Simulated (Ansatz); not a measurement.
We consider Ir (P6₃/mmc, No. 194, 2 atoms in the cell; start mp-2647032; another form than the element's usual one), described by r²SCAN in Ansatz (plane waves, PAW).

Numerical settings: plane-wave cutoff 560 eV, 24×24×12 k mesh (along the axes of the cell as run), Fermi–Dirac smearing 0.05 eV, no spin polarisation, scalar-relativistic PAW data made under PBE.

Cell (relaxed at this level):

Space group P6₃/mmc (No. 194); a = b = 2.728 Å, c = 4.427 Å, α = β = 90.00°, γ = 120.00°

```json
[
 {"atom": "Ir", "site": "2c", "symmetry": "-6m2", "x": "0.3333", "y": "0.6667", "z": "0.2500"}
]
```

Task: What does this level give for the bulk modulus B0?

Result: 
- bulk modulus B0: 374 GPa

Note: the run has no spin polarisation, so it can have missed a magnetic state; the bulk modulus is −V dP/dV from two relaxed cells at ±2 % in volume; the relaxation could not lower the start's symmetry, so the cell can be a saddle point above a distorted one.

Spin–orbit coupling is not included.

Computed values are for the static lattice.

Cost on a shared machine: about 2.9 core-minutes (a rough figure).

A start named mp-… is a Materials Project structure, which need not be a measured phase.

Ansatz is a first-principles code.
